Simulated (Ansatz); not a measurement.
## The (111) surface of fcc Pd, p(2x2), one Pd site of the top plane empty (bottom of the slab: a bare face, its two planes held)

Computed with PBE (plane waves to 420 eV, PAW; Ansatz, a quantum-chemistry and plane-wave program).

Model: 23-atom slab, 11.4 Å thick at the start, 8x8x1 mesh, Fermi-Dirac 0.1 eV, dipole correction, 8 atoms held, the rest relaxed; start symmetry kept, larger cells not searched; no spin, no spin-orbit, no U. In PBE it lies 0.06 eV a 1x1 cell over the lowest computed structure of the same composition (one row in 4 of the top plane missing).

```
Item                                                    Value
-----------------------------  ------------------------------
work function of the top face                         4.88 eV
energy released by relaxation                        0.059 eV
cost                           around 11 core-minutes (rough)
```
